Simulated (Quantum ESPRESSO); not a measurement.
A self-consistent single point of Sb2O3 (Pccn, 20 atoms in the cell) with Quantum ESPRESSO.

Level of theory: BLYP, GBRV 1.5 ultrasoft (PBE) pseudopotentials (plane waves; Quantum ESPRESSO).

```
Sb2O3
1.0
    4.91695     0.00000     0.00000
    0.00000    12.26300     0.00000
    0.00000     0.00000     5.35205
Sb O
8 12
Direct
  0.95853   0.87261   0.17776
  0.04147   0.12739   0.82224
  0.54147   0.62739   0.17776
  0.45853   0.37261   0.82224
  0.45853   0.12739   0.32224
  0.54147   0.87261   0.67776
  0.04147   0.37261   0.32224
  0.95853   0.62739   0.67776
  0.75000   0.75000   0.01533
  0.25000   0.25000   0.98467
  0.25000   0.25000   0.48467
  0.75000   0.75000   0.51533
  0.85086   0.94201   0.85249
  0.14914   0.05799   0.14751
  0.64914   0.55799   0.85249
  0.35086   0.44201   0.14751
  0.35086   0.05799   0.64751
  0.64914   0.94201   0.35249
  0.14914   0.44201   0.64751
  0.85086   0.55799   0.35249
```

Reference input (self-consistent single point, DFT, PBEsol, plane waves, GBRV 1.5 ultrasoft (PBESOL) pseudopotentials): ecutwfc = 40 Ry; ecutrho = 200 Ry; occupations = smearing; smearing = fermi-dirac; degauss = 0.000734986 Ry; potentials = {Sb: sb_pbesol_v1.4.uspp.F.UPF, O: o_pbesol_v1.2.uspp.F.UPF}; K_POINTS = automatic 3 2 3 0 0 0; conv_thr = 1e-10 Ry. This run's input differs from it in these lines:

```diff
@@ -17,2 +17,3 @@
    degauss = 0.000734986
+   input_dft = 'blyp'
 /
@@ -22,4 +23,4 @@
 ATOMIC_SPECIES
-Sb   121.7600  sb_pbesol_v1.4.uspp.F.UPF
-O     15.9990  o_pbesol_v1.2.uspp.F.UPF
+Sb   121.7600  sb_pbe_v1.4.uspp.F.UPF
+O     15.9990  o_pbe_v1.2.uspp.F.UPF
 ATOMIC_POSITIONS {angstrom}
```

Log, with long lists cut:

```
     Self-consistent Calculation

     iteration #  1     ecut=    40.00 Ry     beta= 0.70

     total energy              =   -1861.45414522 Ry
     estimated scf accuracy    <       6.67374938 Ry

     iteration #  2     ecut=    40.00 Ry     beta= 0.70

     total energy              =   -1862.67460667 Ry
     estimated scf accuracy    <       6.88217906 Ry

     iteration #  3     ecut=    40.00 Ry     beta= 0.70

     total energy              =   -1864.30288139 Ry
     estimated scf accuracy    <       0.41316625 Ry

   [... 7 blocks of this kind left out ...]

     iteration # 11     ecut=    40.00 Ry     beta= 0.70

     total energy              =   -1864.36728770 Ry
     estimated scf accuracy    <          2.7E-10 Ry

     iteration # 12     ecut=    40.00 Ry     beta= 0.70
     End of self-consistent calculation

     the Fermi energy is     9.4637 ev

!    total energy              =   -1864.36728770 Ry
     estimated scf accuracy    <          1.6E-11 Ry
     smearing contrib. (-TS)   =       0.00000000 Ry
     internal energy E=F+TS    =   -1864.36728770 Ry

     convergence has been achieved in  12 iterations

     Forces acting on atoms (cartesian axes, Ry/au):

     atom    1 type  1   force =     0.06041213   -0.00868629    0.02313822
     atom    2 type  1   force =    -0.06041213    0.00868629   -0.02313822
     atom    3 type  1   force =    -0.06041213    0.00868629    0.02313822
     atom    4 type  1   force =     0.06041213   -0.00868629   -0.02313822
     atom    5 type  1   force =     0.06041213    0.00868629   -0.02313822
   [... lines left out ...]

     Total force =     0.207655     Total SCF correction =     0.000020

          total   stress  (Ry/bohr**3)                   (kbar)     P=      144.09
   0.00083939   0.00000000   0.00000000          123.48        0.00        0.00
   0.00000000   0.00103429   0.00000000            0.00      152.15        0.00
   0.00000000   0.00000000   0.00106474            0.00        0.00      156.63

   JOB DONE.
```

The run converged in 12 iterations. Against the reference run the pressure goes from 5.37 to 14.41 GPa, the largest force goes from 0.991 to 1.678 eV/Å and the gap on the mesh goes from 2.022 to 2.227 eV.

The starting cell comes from a database of computed structures (which also holds hypothetical and non-ambient phases and stackings), without a prior relaxation at this level. Its lattice was rescaled by a random factor within 2.5 % of one. Spin-orbit coupling is off. With a pressure of about 14 GPa the cell is away from its equilibrium volume at this level. Forces in this geometry exceed 1 eV/Å.

Cost on one core of a shared machine: roughly 5 min.
